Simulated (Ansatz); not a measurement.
Antifluorite Be₂C was calculated with RPBE (Ansatz, a first-principles code, PAW).

Numerical settings: plane-wave cutoff 520 eV, 14×14×14 k mesh, Fermi–Dirac smearing 0.01 eV, scalar-relativistic PAW data made under PBE.

Pressure at four volumes; x = ln(V/6.900 Å³). One pressure is withheld.

```tsv
V (Å³/atom)	x	P (GPa)
6.486	-0.0619	?
6.624	-0.0408	8.55
6.900	0.0000	0.03
7.314	0.0583	-10.19
```

Q: Pass a parabola P(x) through the three rows shown, estimate the bulk modulus and its pressure derivative near zero pressure, and predict the withheld pressure.

A: Slopes between the rows: (0.03 − (8.55))/(0.0000 − (-0.0408)) = -208.82 and (-10.19 − (0.03))/(0.0583 − (0.0000)) = -175.30 GPa. Their difference over the span 0.0991 is c = 33.52/0.0991 = 338.2 GPa, so P(x) = 8.55 + (-208.82)(x − (-0.0408)) + 338.2 (x − (-0.0408))(x − (0.0000)). At the middle row B = −dP/dx = −[-208.82 + 338.2 × 0.0408] = 195.0 GPa, and B′ = dB/dP = 2c/B = 3.5. At x = -0.0619 the parabola gives 13.40 GPa; the run gives 13.43 GPa. The Birch–Murnaghan fit to the energies at all volumes has B0 = 194 GPa and B′ = 3.5.
